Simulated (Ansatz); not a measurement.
A self-consistent single point of Ge (P6_3/mmc, 4 atoms in the cell) with Ansatz (a program for electronic structure)

Level of theory: LDA (PW92), default PAW files made with PBE (plane waves; Ansatz).

The input file:

Ansatz 0.2 input:
```yaml
# Ge
crystal:
  lattice:
    - [3.977602, 0.000000, 0.000000]
    - [-1.988801, 3.444704, 0.000000]
    - [0.000000, 0.000000, 6.566383]
  atoms:
    - { symbol: Ge, position: [0.666667, 0.333333, 0.062900] }
    - { symbol: Ge, position: [0.333333, 0.666667, 0.937100] }
    - { symbol: Ge, position: [0.333333, 0.666667, 0.562900] }
    - { symbol: Ge, position: [0.666667, 0.333333, 0.437100] }
basis:
  ecutwfc: 420.0 eV
kpoints:
  mp_grid: { grid: [10, 10, 5] }
hamiltonian:
  xc: lda
  pseudopotentials: { kind: paw }
scf:
  occupations: { method: fermi_dirac, width: 0.1 eV }
output:
  forces: true
  eigenvalues: true
  stress: true
```

Output, abridged:

```
WARN the atoms were moved onto the symmetric positions of the space group found under crystal.symmetry.tolerance 1.0e-5 (fractional …
WARN ansatz: RAYON_NUM_THREADS=1 ignored (pool sized by the plan → 1); use --threads N
Pseudopotentials: kind: paw
Pseudopotential: Ge, paw, valence charge 14
Crystal: 4 atoms, lattice volume = 89.970 Å³
Basis set: ecut = 420 eV, 1761 PW (Γ)
Bands: 34, of which v1, the nominal top of the filled ones, is band 28 counted from 1 (27 counted from 0)
Symmetry: 24 space group operations
Space group: P63/mmc (ITA 194), of the structure as read, at distance tolerance 4.5e-5 Å
k-points: 42 of 500
PAW frozen core: Ge, regenerated for the run's functional, and the local potential with it
Initial density: superposition of atomic densities (neutral atoms: chi_scale 0, normalization atom), corrected by the library's trained network
Initial wavefunctions: pseudopotential atomic-orbital guess
Eigensolver: davidson
Functional: x = slater, c = lda
SCF iter   1: F=—  HF=-16862.816436 eV  |F-HF|=—  |Δ(HF+E_count)|=         —  Δρ=4.77e-3  dr2=8.29e-3  ethr=1.77e-3  ⟨swp⟩=5.7  Hψ=5406  notcnv=0
all-band conjugate gradients solve this SCF's bands
preconditioner: auto → Kerker (q_TF=auto, 2.521 Å⁻¹)
SCF iter   2: F=—  HF=-16862.811800 eV  |F-HF|=—  |Δ(HF+E_count)|=   4.64e-3  Δρ=2.93e-3  dr2=3.24e-3  ethr=1.48e-5  ⟨swp⟩=1.0  Hψ=1764  notcnv=0
SCF iter   3: F=—  HF=-16862.811406 eV  |F-HF|=—  |Δ(HF+E_count)|=   3.95e-4  Δρ=6.72e-4  dr2=2.34e-4  ethr=5.79e-6  ⟨swp⟩=2.0  Hψ=2280  notcnv=0
SCF iter   4: F=—  HF=-16862.811377 eV  |F-HF|=—  |Δ(HF+E_count)|=   2.91e-5  Δρ=4.23e-4  dr2=7.18e-5  ethr=4.17e-7  ⟨swp⟩=2.0  Hψ=2605  notcnv=0
SCF iter   5: F=—  HF=-16862.811204 eV  |F-HF|=—  |Δ(HF+E_count)|=   1.72e-4  Δρ=7.83e-5  dr2=8.26e-6  ethr=1.28e-7  ⟨swp⟩=2.0  Hψ=2602  notcnv=0
SCF iter   6: F=—  HF=-16862.811206 eV  |F-HF|=—  |Δ(HF+E_count)|=   1.25e-6  Δρ=4.55e-5  dr2=1.76e-6  ethr=1.47e-8  ⟨swp⟩=2.4  Hψ=2080  notcnv=0
SCF iter   7: F=—  HF=-16862.811205 eV  |F-HF|=—  |Δ(HF+E_count)|=   4.97e-7  Δρ=2.50e-5  dr2=3.45e-7  ethr=3.14e-9  ⟨swp⟩=2.2  Hψ=2570  notcnv=0
SCF iter   8: F=-16862.811205 eV  HF=-16862.811205 eV  |F-HF|=2.76e-10  |Δ(HF+E_count)|=   3.44e-7  Δρ=1.28e-6  dr2=2.60e-9  ethr=1.79e-10  ⟨swp⟩=4.3  Hψ=5225  notcnv=0
SCF 1 converged in 8 iterations: F = -16862.811205 eV  dr2 = 2.60e-9
SCF converged after 8 iterations
Free energy (F): -16862.811205 eV
Harris-Foulkes:  -16862.811205 eV  (|F-HF|=2.76e-10)
Internal energy: -16862.803090 eV  (E = F + TS)
E sigma→0 (E₀):  -16862.807148 eV
Entropy (-TS):   -0.008115 eV (-2.029 meV/atom)
Fermi energy:    8.392491 eV
--- Per-component energies (eV) ---
  E_band       = -615.872906
  E_kinetic    = 448.429201
  E_local      = -9898.848055  (includes V_loc(G=0)·N_el)
  E_nonlocal   = 1686.602962
  E_hartree    = 4338.762359
  E_xc         = -301.319878
  E_vxc        = -261.173347  (∫ρ·V_xc dr)
  E_paw        = -7765.450183  (= ΣΔE_a)
  E_vpaw       = -1268.409991  (= ΣTr[D̂ρ^β])
  E_aug_tail   = 0.001287  (compensation charges beyond the density's cutoff)
  E_ewald      = -5378.614088
  E_core_change = 7.633305  (= ΣΔE_core)
  E_smearing   = -0.008115  (= −TS)
  E_closure    = -0.000000  (closes the sum)
  Σ components = -16862.811205   (vs F -16862.811205, Δ=0.00e0)
--- Forces (eV/Å), atoms counted from 1 ---
  atom   1  Ge    -0.00000000    -0.00000000     0.00605204
  atom   2  Ge    -0.00000000     0.00000000    -0.00605204
  atom   3  Ge    -0.00000000     0.00000000     0.00605204
  atom   4  Ge    -0.00000000    -0.00000000    -0.00605204
  max |Σ_I F_I| component: 1.20e-16 eV/Å
--- Stress (GPa, compression-positive) ---
       -0.944958       0.000000      -0.000000
        0.000000      -0.944958       0.000000
       -0.000000       0.000000      -1.046892
  P = ⅓ Tr σ = -0.9789 GPa (-9.789 kbar)
  The stress holds the Pulay correction. Without it, at fixed plane waves, as pw.x and ABINIT print it: P = -1.0055 GPa
--- Band table (eV; the first three rows and the last of 42) ---
  k-point 0: bands = ["-16.6284", "-16.6284", "-16.5889", "-16.5889", "-16.5883", "-16.5748", "-16.5622", "-16.5622", "-16.5082", "-16.5082", "-16.3791", "-16.3791", "-16.3652", "-16.3487", "-16.3448", "-16.3448", "-16.3258", "-16.3258", "-16.2951", [...]
  k-point 1: bands = ["-16.6256", "-16.6256", "-16.5951", "-16.5951", "-16.5866", "-16.5756", "-16.5554", "-16.5554", "-16.5134", "-16.5134", "-16.3752", "-16.3752", "-16.3641", "-16.3508", "-16.3481", "-16.3481", "-16.3221", "-16.3221", "-16.2977", [...]
  k-point 2: bands = ["-16.6177", "-16.6177", "-16.6066", "-16.6066", "-16.5824", "-16.5782", "-16.5415", "-16.5415", "-16.5262", "-16.5262", "-16.3660", "-16.3660", "-16.3608", "-16.3560", "-16.3560", "-16.3557", "-16.3138", "-16.3138", "-16.3047", [...]
  k-point 41: bands = ["-16.6471", "-16.6404", "-16.6241", "-16.6214", "-16.5515", "-16.5457", "-16.4933", "-16.4828", "-16.4677", "-16.4670", "-16.4375", "-16.4360", "-16.4064", "-16.4004", "-16.3804", "-16.3765", "-16.2971", "-16.2942", [...]
```

The run converged in 8 iterations.

The starting cell comes from a database of computed structures (which also holds hypothetical and non-ambient phases and stackings), without a prior relaxation at this level. Its lattice was rescaled by up to half a per cent. Ansatz's pressure includes its estimate of the finite-basis (Pulay) stress.
